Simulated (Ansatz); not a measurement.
Consider interstitial B in bcc Nb, neutral cell. Level of theory: PBE, PAW (plane waves to 420 eV; Ansatz, a program for electronic structure).

Settings: 36 host sites, the relaxed PBE lattice, a 2×2×3 k-point mesh shifted by half a step, smearing 0.10 eV, spin-restricted, no image-charge correction. Static, classical nuclei. Sites that were not tried may lie lower.

Barriers: single points on a 3×3×4 k-point mesh shifted by half a step at the bands' geometries (they differ from the bands' own by up to 0.06 eV, and are uncertain by about as much).

The step: a concerted move, in which B travels most. Atoms about the jump, Cartesian Å from the middle of the jump, before and after:

```
atom     x0     y0     z0     x1     y1     z1
----  -----  -----  -----  -----  -----  -----
B1     0.00   0.00   0.82   0.00   0.00  -0.82
Nb2    2.10   0.00   0.83   1.61   0.00   0.81
Nb3    0.00  -1.61  -0.81   0.00  -2.10  -0.82
Nb4   -2.10   0.00   0.82  -1.61   0.00   0.81
Nb5    0.00   1.61  -0.81   0.00   2.10  -0.83
Nb6    0.00  -1.61   2.45   0.00  -1.67   2.49
Nb7    1.67   0.00  -2.49   1.61   0.00  -2.45
Nb8    0.00   1.61   2.45   0.00   1.67   2.49
Nb9   -1.67   0.00  -2.49  -1.61   0.00  -2.45
```

**Question.** Give the saddle-point geometry and the barrier.

**Answer.** 
| atom | x | y | z |
|---|---|---|---|
| B1 | 0.00 | 0.00 | -0.01 |
| Nb2 | 1.91 | 0.00 | 0.91 |
| Nb3 | 0.00 | -1.91 | -0.93 |
| Nb4 | -1.91 | 0.00 | 0.91 |
| Nb5 | 0.00 | 1.90 | -0.93 |
| Nb6 | 0.00 | -1.63 | 2.40 |
| Nb7 | 1.63 | 0.00 | -2.42 |
| Nb8 | 0.00 | 1.63 | 2.41 |
| Nb9 | -1.63 | 0.00 | -2.43 |
It lies 0.85 eV above the start and 0.85 eV above the end. The saddle point's order was not checked, and it lies on a symmetry element of the cell, where a band can be held.
